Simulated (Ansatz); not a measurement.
# How far PBE and r2SCAN part for BP

Base system: BP in the zinc blende structure (space group F-43m, No. 216; a = 4.548 Å).

(Cell as relaxed with PBE.)

Levels (all Ansatz, a quantum-chemistry and plane-wave program, PAW, earlier PAW set): PBE (420 eV, spin-orbit coupling left out); r2SCAN (500 eV, spin-orbit coupling left out).

Each level relaxes its own structure.

| quantity | PBE | r2SCAN |
|---|---|---|
| volume per atom | 11.76 Å³ | … |
| lattice parameter a | 4.548 Å | … |
| band gap | 1.25 eV | … |
| gap character | indirect, Γ → Γ–X (83 % along) | … |
| electron mass | 1.3 mₑ along k, 0.23 mₑ across | … |
| hole mass (degenerate bands, along [100]) | 0.26, 0.26, 0.33 mₑ | … |

**Question.** What does r2SCAN give?

**Answer.** 
- volume per atom, r2SCAN: 11.67 Å³
- lattice parameter a, r2SCAN: 4.536 Å
- band gap, r2SCAN: 1.41 eV
- gap character, r2SCAN: indirect, Γ → Γ–X (83 % along)
- electron mass, r2SCAN: 1.3 mₑ along k, 0.22 mₑ across
- hole mass (degenerate bands, along [100]), r2SCAN: 0.24, 0.24, 0.32 mₑ

PBE's volume per atom lies 0.09 Å³ above r2SCAN's (0.8 %); PBE's lattice parameter a lies 0.012 Å above r2SCAN's (0.3 %); PBE's band gap lies 0.16 eV below r2SCAN's; the two agree on the gap character. Neither level is exact; r2SCAN is the comparison here, not a measurement.

Masses are band curvatures over ±0.01 Å⁻¹ around the edge. Along k means along the line from Γ to the band edge. Stability against distortions was not tested.
